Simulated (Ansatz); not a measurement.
# What biaxial strain +1.67 %, plane normal [111], relaxed out of plane does to Ir

Take Ir in the fcc (Cu type) structure (space group Fm-3m, No. 225; a = 3.845 Å; relaxed with 0.1 eV smearing) as the base. Axes: x, y, z lie along the cube axes.

Modification: biaxial strain +1.67 %, plane normal [111], relaxed out of plane (Cartesian); in-plane vectors clamped, the third vector and the atoms free.

Method: r2SCAN (Ansatz, a quantum-chemistry and plane-wave program, PAW, without spin-orbit coupling). Γ-centred 29×29×29 mesh, Fermi–Dirac width 0.1 eV.

```csv
quantity,base,changed,shift
volume per atom,14.21 Å³,14.57 Å³,+0.355 Å³
space group,Fm-3m (No. 225),R-3m (No. 166),–
shortest interatomic distance,271.9 pm,271.9 pm,0.0 pm
energy relative to the base (free energy F),0 meV/atom,+19 meV/atom,+19 meV/atom
band gap,zero,zero,–
out-of-plane strain,–,-0.84 %,–
ratio −ε⊥/ε∥,–,0.50,–
mean in-plane stress (compression positive),–,-12.6 GPa,–
```

Final structure (turned so that z lies along the plane normal):

```
CELL_PARAMETERS angstrom
      2.76423     0.00000     0.00000
      1.38212     2.39389     0.00000
      1.38212    -0.79796     2.20119
ATOMIC_POSITIONS crystal
  Ir 0.00000 0.00000 0.00000
```

No phonon test of stability was made. The final runs are not spin-polarised.
